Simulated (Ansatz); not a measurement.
## How the bulk modulus of ZrTa (model structure, Cmcm, No. 63, 4 atoms in the cell) moves with the method

No measured value is used here.

```csv
level (code),value (GPa),cell (Å³/atom)
LDA (Ansatz),147,19.43
PBE (Ansatz),131,20.76
PBEsol (Ansatz),139,19.98
r²SCAN (Ansatz),134,20.67
```

Density-functional levels without +SOC have no spin–orbit coupling. LDA, PBE, PBEsol, r²SCAN: the bulk modulus is −V dP/dV from two relaxed cells at ±2 % in volume. Each level is taken at its own relaxed cell. Cutoffs differ between the levels. Ansatz's density-functional and Hartree–Fock values are scalar-relativistic unless marked +SOC, with PAW data made under PBE.

A model structure was made by putting elements into a prototype or built by hand; it is no filed structure, need not be a known phase, and can be a saddle point held by its symmetry.

Ansatz is a first-principles code.
